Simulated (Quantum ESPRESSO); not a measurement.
Quantum ESPRESSO is run on TbCuTe2 (P3m1, 4 atoms in the cell), and the run fails. The aim is a self-consistent single point with DFT, LDA (PZ), plane waves, SSSP 1.1.2 efficiency (PBE) pseudopotentials.

Input:

```fortran
&CONTROL
 calculation = 'scf'
 prefix = 'TbCuTe2'
 outdir = './out'
 pseudo_dir = './'
 tprnfor = .true.
 tstress = .true.
/
&SYSTEM
 ibrav = 4
 celldm(1) = 8.22745172
 celldm(3) = 1.5806609602
 nat = 4
 ntyp = 3
 ecutwfc = 50
 ecutrho = 400
 occupations = 'smearing'
 smearing = 'fd'
 degauss = 0.000734986
 nspin = 2
 starting_magnetization(1) = 0.316
 input_dft = 'pz'
/
&ELECTRONS
 conv_thr = 1.0d-10
 mixing_beta = 0.5
/
ATOMIC_SPECIES
Tb   158.9254  Tb.GGA-PBE-paw-v1.0.UPF
Cu    63.5460  Cu_pbe_v1.2.uspp.F.UPF
Te   127.6000  Te_pbe_v1.uspp.F.UPF
ATOMIC_POSITIONS {direct}
Tb    0.33333333    0.66666667    0.98909000
Cu    0.66666667    0.33333333    0.36092000
Te    0.66666667    0.33333333    0.74182000
Te    0.00000000    0.00000000    0.26617000
K_POINTS {automatic}
5 5 3  0 0 0
```

The program printed (abridged):

```
     This program is part of the open-source Quantum ESPRESSO suite
     for quantum simulation of materials; please cite

 %%%%%%%%%%%%%%%%%%%%%%%%%%%%%%%%%%%%%%%%%%%%%%%%%%%%%%%%%%%%%%%%%%%%%%%%%%%%%%
     Error in routine read_cards (1):
     unknown option for ATOMIC_POSITION: ATOMIC_POSITIONS {DIRECT}
 %%%%%%%%%%%%%%%%%%%%%%%%%%%%%%%%%%%%%%%%%%%%%%%%%%%%%%%%%%%%%%%%%%%%%%%%%%%%%%

     stopping ...
```

From the messages shown, name the fault and mend the input.

The fault is a value that the program does not know. The key takes a closed list of words, and names differ between codes. To fix it, use one of the words that the key accepts. The program stopped before any SCF iteration.

An input that runs soundly differs in these lines (not the only fix; some lines may just follow from the change or write a value another way):
```diff
-ATOMIC_POSITIONS {direct}
+ATOMIC_POSITIONS {crystal}
```

With that input, the run converged in 26 iterations: free energy E − TS -15914.2057 eV; Fermi level (on the code's own zero) 8.28 eV; pressure -3.74 GPa; largest force (vector length) 0.119 eV/Å; size of the cell's spin moment 5.92 μB (DFT, LDA (PZ), plane waves, SSSP 1.1.2 efficiency (PBE) pseudopotentials).

On the sound input: the starting cell comes from a database of computed structures (which also holds hypothetical and non-ambient phases and stackings), without a prior relaxation at this level. With one magnetic atom in the cell only a parallel order is possible. With U or open f shells several self-consistent states can exist. The f electrons are in the valence without U or exact exchange, which can misplace them near the Fermi level. Spin-orbit terms, which matter for f shells, are left out. With a pressure of about -4 GPa the cell is away from its equilibrium volume at this level.
